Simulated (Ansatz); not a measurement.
The decay constant κ of evanescent states in the gap governs leakage through a thin film.

Input:

```xyz
2
Lattice="3.9256 0.0000 0.0000 -1.9628 3.3996 0.0000 1.9628 -1.1332 3.2052" Properties=species:S:1:pos:R:3 pbc="T T T"
Zn     0.0000     0.0000     0.0000
Se     3.9256     0.0000     2.4039
```

The cell is strained (all lengths scaled by 0.98); by r2SCAN it stands under a pressure of 4.5 GPa.

Transport runs along the normal of the first two printed cell vectors, the (111) plane of the conventional cell.

The gap is the functional's own. No spin-orbit coupling. Mid-gap values are those at the computed energy nearest the middle.

Task: Give the band gap and the smallest decay constant κ at mid-gap that r2SCAN (Ansatz, a quantum-chemistry and plane-wave program) yields.

Result: Gap 2.14 eV on a 10×10×10 mesh; κ = 0.128 1/Å, at the zone centre.
